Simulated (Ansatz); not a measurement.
# A self-consistent single point of Zr2CuS4 (Fd-3m, 14 atoms in the cell) with Ansatz

Method of the run: LDA (PW92), default PAW files made with PBE (plane waves; Ansatz, a quantum-chemistry and plane-wave program).

Input as run:

Ansatz 0.2 input:
```yaml
crystal:
  lattice:
    - [0.00000000, 5.12310000, 5.12310000]
    - [5.12310000, 0.00000000, 5.12310000]
    - [5.12310000, 5.12310000, 0.00000000]
  atoms:
    - { symbol: Zr, position: [0.62500000, 0.62500000, 0.62500000] }
    - { symbol: Zr, position: [0.12500000, 0.62500000, 0.62500000] }
    - { symbol: Zr, position: [0.62500000, 0.62500000, 0.12500000] }
    - { symbol: Zr, position: [0.62500000, 0.12500000, 0.62500000] }
    - { symbol: Cu, position: [0.00000000, 0.00000000, 0.00000000] }
    - { symbol: Cu, position: [0.25000000, 0.25000000, 0.25000000] }
    - { symbol: S, position: [0.37500000, 0.37500000, 0.37500000] }
    - { symbol: S, position: [0.37500000, 0.87500000, 0.87500000] }
    - { symbol: S, position: [0.37500000, 0.37500000, 0.87500000] }
    - { symbol: S, position: [0.87500000, 0.37500000, 0.87500000] }
    - { symbol: S, position: [0.87500000, 0.37500000, 0.37500000] }
    - { symbol: S, position: [0.87500000, 0.87500000, 0.87500000] }
    - { symbol: S, position: [0.37500000, 0.87500000, 0.37500000] }
    - { symbol: S, position: [0.87500000, 0.87500000, 0.37500000] }
basis:
  ecutwfc: 420.0
kpoints:
  mp_grid: { grid: [3, 3, 3] }
hamiltonian:
  xc: lda
  pseudopotentials: { kind: paw }
scf:
  occupations: { method: gaussian, width: 0.1 }
output:
  forces: true
  eigenvalues: true
  stress: true
```

Output (repeated stretches shortened):

```
WARN ansatz: RAYON_NUM_THREADS=1 ignored (pool sized by the plan → 1); use --threads N
Pseudopotentials: kind: paw
Pseudopotential: Zr, paw, valence charge 12
Pseudopotential: Cu, paw, valence charge 19
Pseudopotential: S, paw, valence charge 6
Crystal: 14 atoms, lattice volume = 268.923 Å³
Basis set: ecut = 420 eV, 5209 PW (Γ)
Bands: 81, of which v1, the nominal top of the filled ones, is band 67 counted from 1 (66 counted from 0)
Symmetry: 48 space group operations
Space group: Fd-3m (ITA 227), of the structure as read, at distance tolerance 6.5e-5 Å
k-points: 4 of 27
PAW frozen core: Zr, regenerated for the run's functional, and the local potential with it
PAW frozen core: Cu, regenerated for the run's functional, and the local potential with it
PAW frozen core: S, regenerated for the run's functional, and the local potential with it
Initial density: superposition of atomic densities (neutral atoms: chi_scale 0, normalization atom), corrected by the library's trained network
Initial wavefunctions: pseudopotential atomic-orbital guess
Eigensolver: davidson
Functional: x = slater, c = lda
SCF iter   1: F=—  HF=-36397.371794 eV  |F-HF|=—  |Δ(HF+E_count)|=         —  Δρ=9.34e-3  dr2=1.83e-1  ethr=1.77e-3  ⟨swp⟩=5.5  Hψ=1142  notcnv=0  defer=2
all-band conjugate gradients solve this SCF's bands
preconditioner: auto → LDOS
SCF iter   2: F=—  HF=-36397.393562 eV  |F-HF|=—  |Δ(HF+E_count)|=   2.18e-2  Δρ=1.27e-2  dr2=2.51e-1  ethr=1.37e-4  ⟨swp⟩=2.0  Hψ=676  notcnv=0  defer=12
SCF iter   3: F=—  HF=-36397.351296 eV  |F-HF|=—  |Δ(HF+E_count)|=   4.23e-2  Δρ=7.80e-3  dr2=1.09e-1  ethr=1.37e-4  ⟨swp⟩=2.0  Hψ=606  notcnv=0  defer=12
SCF iter   4: F=—  HF=-36397.335392 eV  |F-HF|=—  |Δ(HF+E_count)|=   1.59e-2  Δρ=3.25e-3  dr2=1.90e-2  ethr=8.16e-5  ⟨swp⟩=2.0  Hψ=410  notcnv=0  defer=2
SCF iter   5: F=—  HF=-36397.331888 eV  |F-HF|=—  |Δ(HF+E_count)|=   3.50e-3  Δρ=5.31e-4  dr2=5.60e-4  ethr=1.42e-5  ⟨swp⟩=2.0  Hψ=407  notcnv=0  defer=2
SCF iter   6: F=—  HF=-36397.331790 eV  |F-HF|=—  |Δ(HF+E_count)|=   9.85e-5  Δρ=6.63e-5  dr2=1.46e-5  ethr=4.18e-7  ⟨swp⟩=2.0  Hψ=439  notcnv=0  defer=2
SCF iter   7: F=—  HF=-36397.331542 eV  |F-HF|=—  |Δ(HF+E_count)|=   2.48e-4  Δρ=3.09e-5  dr2=3.57e-6  ethr=1.09e-8  ⟨swp⟩=2.0  Hψ=481  notcnv=0  defer=2
SCF iter   8: F=—  HF=-36397.331541 eV  |F-HF|=—  |Δ(HF+E_count)|=   7.89e-7  Δρ=7.15e-6  dr2=1.09e-7  ethr=2.66e-9  ⟨swp⟩=2.0  Hψ=446  notcnv=0  defer=2
SCF iter   9: F=-36397.331541 eV  HF=-36397.331541 eV  |F-HF|=5.54e-9  |Δ(HF+E_count)|=   1.15e-8  Δρ=1.88e-6  dr2=8.95e-9  ethr=7.46e-11  ⟨swp⟩=8.8  Hψ=1138  notcnv=0
SCF 1 converged in 9 iterations: F = -36397.331541 eV  dr2 = 8.95e-9
SCF converged after 9 iterations
Free energy (F): -36397.331541 eV
Harris-Foulkes:  -36397.331541 eV  (|F-HF|=5.54e-9)
Internal energy: -36397.296213 eV  (E = F + TS)
E sigma→0 (E₀):  -36397.313877 eV
Entropy (-TS):   -0.035328 eV (-2.523 meV/atom)
Fermi energy:    10.108141 eV
--- Per-component energies (eV) ---
  E_band       = -1450.848755
  E_kinetic    = 2808.014922
  E_local      = -15673.155844  (includes V_loc(G=0)·N_el)
  E_nonlocal   = 1361.182851
  E_hartree    = 6525.268453
  E_xc         = -1598.659968
  E_vxc        = -1706.497493  (∫ρ·V_xc dr)
  E_paw        = -19138.332656  (= ΣΔE_a)
  E_vpaw       = -1290.935302  (= ΣTr[D̂ρ^β])
  E_aug_tail   = 0.000565  (compensation charges beyond the density's cutoff)
  E_ewald      = -10685.221041
  E_core_change = 3.606504  (= ΣΔE_core)
  E_smearing   = -0.035328  (= −TS)
  E_closure    = 0.000000  (closes the sum)
  Σ components = -36397.331541   (vs F -36397.331541, Δ=0.00e0)
--- Forces (eV/Å), atoms counted from 1 ---
  atom   1  Zr    -0.00000000     0.00000000    -0.00000000
  atom   2  Zr    -0.00000000     0.00000000    -0.00000000
  atom   3  Zr    -0.00000000     0.00000000     0.00000000
  atom   4  Zr    -0.00000000     0.00000000    -0.00000000
  atom   5  Cu    -0.00000000    -0.00000000    -0.00000000
  atom   6  Cu     0.00000000    -0.00000000    -0.00000000
  atom   7  S      0.09618757     0.09618757     0.09618757
  atom   8  S     -0.09618757     0.09618757     0.09618757
  atom   9  S     -0.09618757    -0.09618757     0.09618757
  atom  10  S      0.09618757    -0.09618757     0.09618757
  atom  11  S      0.09618757    -0.09618757    -0.09618757
  atom  12  S     -0.09618757    -0.09618757    -0.09618757
  atom  13  S     -0.09618757     0.09618757    -0.09618757
  atom  14  S      0.09618757     0.09618757    -0.09618757
  max |Σ_I F_I| component: 6.94e-17 eV/Å
--- Stress (GPa, compression-positive) ---
       -1.525722      -0.000000      -0.000000
       -0.000000      -1.525722      -0.000000
        0.000000      -0.000000      -1.525722
  P = ⅓ Tr σ = -1.5257 GPa (-15.257 kbar)
  The stress holds the Pulay correction. Without it, at fixed plane waves, as pw.x and ABINIT print it: P = -1.5560 GPa
--- Band table (eV) ---
  k-point 0: bands = ["-101.7489", "-101.7488", "-59.5823", "-59.5823", "-59.5823", "-59.5823", "-59.5823", "-59.5823", "-39.4142", "-39.3905", "-39.3905", "-39.3905", "-17.8200", "-17.6389", "-17.6389", "-17.6389", "-17.5402", "-17.5402", [...]
  k-point 1: bands = ["-101.7489", "-101.7489", "-59.5823", "-59.5823", "-59.5823", "-59.5823", "-59.5823", "-59.5823", "-39.4102", "-39.3945", "-39.3905", "-39.3905", "-17.7747", "-17.6208", "-17.6148", "-17.6148", "-17.5297", "-17.5297", [...]
  k-point 2: bands = ["-101.7489", "-101.7489", "-59.5823", "-59.5823", "-59.5823", "-59.5823", "-59.5823", "-59.5823", "-39.4083", "-39.3965", "-39.3905", "-39.3905", "-17.7493", "-17.6498", "-17.5910", "-17.5910", "-17.5448", "-17.5150", [...]
  k-point 3: bands = ["-101.7489", "-101.7489", "-59.5823", "-59.5823", "-59.5823", "-59.5823", "-59.5823", "-59.5823", "-39.4053", "-39.3994", "-39.3905", "-39.3905", "-17.7198", "-17.6500", "-17.5787", "-17.5776", "-17.5614", "-17.5379", [...]
```

The run converged in 9 iterations.

The starting cell comes from a database of published, mostly measured structures (it also holds non-ambient and calculated ones), without a prior relaxation at this level. Its lattice was rescaled by a random factor within 2.5 % of one. Spin polarisation is off. Ansatz's pressure includes its estimate of the finite-basis (Pulay) stress.
